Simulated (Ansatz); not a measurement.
Cubic perovskite CsPbCl3 (cubic high-temperature phase) was calculated with PBE (Ansatz, an electronic-structure program, PAW).

Settings: plane-wave cutoff 520 eV, 4×4×4 k mesh, scalar-relativistic PAW data made under PBE.

Cell (relaxed at this level):

```
CELL_PARAMETERS angstrom
      5.74033     0.00000     0.00000
      0.00000     5.74033     0.00000
      0.00000     0.00000     5.74033
ATOMIC_POSITIONS crystal
  Cs 0.00000 0.00000 0.00000
  Pb 0.50000 0.50000 0.50000
  Cl 0.50000 0.00000 0.50000
  Cl 0.00000 0.50000 0.50000
  Cl 0.50000 0.50000 0.00000
```

Task: Estimate the Voigt–Reuss–Hill bulk modulus, Poisson ratio, polycrystal shear modulus (Hill average), elastic constant C11, elastic constant C12 and elastic constant C44 that the calculation returns.

Result: 
- Voigt–Reuss–Hill bulk modulus: 21.9 GPa
- Poisson ratio: 0.314
- polycrystal shear modulus (Hill average): 9.30 GPa
- elastic constant C11: 49.3 GPa
- elastic constant C12: 8.17 GPa
- elastic constant C44: 5.11 GPa

Note: the relaxation could not lower the start's symmetry, so the cell can be a saddle point above a distorted one.

Elastic constants are with the ions relaxed.

Spin–orbit coupling is not included; it can shift volumes and moduli of such heavy elements.

The result took about 70 core-seconds (a rough figure).
